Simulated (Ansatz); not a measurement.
ZnWO4, treated with HSE06 (PAW; Ansatz, a program for electronic structure).

Numerical settings: plane-wave cutoff 520 eV, 6×6×6 k mesh, Fermi–Dirac smearing 0.03 eV, no spin polarisation, scalar-relativistic PAW data made under PBE.

Starting structure:

```yaml
crystal:
  lattice:
    - [4.69860, 0.00000, 0.00000]
    - [0.00000, 5.72930, 0.00000]
    - [-0.05299, 0.00000, 4.93642]
  atoms:
    - { symbol: W, position: [0.00000, 0.18258, 0.25000] }
    - { symbol: W, position: [0.00000, 0.81742, 0.75000] }
    - { symbol: Zn, position: [0.50000, 0.68400, 0.25000] }
    - { symbol: Zn, position: [0.50000, 0.31600, 0.75000] }
    - { symbol: O, position: [0.21690, 0.10510, 0.93630] }
    - { symbol: O, position: [0.78310, 0.10510, 0.56370] }
    - { symbol: O, position: [0.78310, 0.89490, 0.06370] }
    - { symbol: O, position: [0.21690, 0.89490, 0.43630] }
    - { symbol: O, position: [0.25650, 0.37770, 0.39960] }
    - { symbol: O, position: [0.74350, 0.37770, 0.10040] }
    - { symbol: O, position: [0.74350, 0.62230, 0.60040] }
    - { symbol: O, position: [0.25650, 0.62230, 0.89960] }
```

Into what structure does the relaxation of cell and atoms lead at this level, with the symmetry of the start kept?

The volume decreases by 0.2 %; final space group P2/c.
```yaml
crystal:
  lattice:
    - [4.69708, 0.00000, -0.00918]
    - [0.00000, 5.75008, 0.00000]
    - [-0.06262, 0.00000, 4.90823]
  atoms:
    - { symbol: W, position: [0.00000, 0.18186, 0.25000] }
    - { symbol: W, position: [0.00000, 0.81814, 0.75000] }
    - { symbol: Zn, position: [0.50000, 0.68347, 0.25000] }
    - { symbol: Zn, position: [0.50000, 0.31653, 0.75000] }
    - { symbol: O, position: [0.21414, 0.10524, 0.93788] }
    - { symbol: O, position: [0.78586, 0.10524, 0.56212] }
    - { symbol: O, position: [0.78586, 0.89476, 0.06212] }
    - { symbol: O, position: [0.21414, 0.89476, 0.43788] }
    - { symbol: O, position: [0.25437, 0.37278, 0.40209] }
    - { symbol: O, position: [0.74563, 0.37278, 0.09791] }
    - { symbol: O, position: [0.74563, 0.62722, 0.59791] }
    - { symbol: O, position: [0.25437, 0.62722, 0.90209] }
```
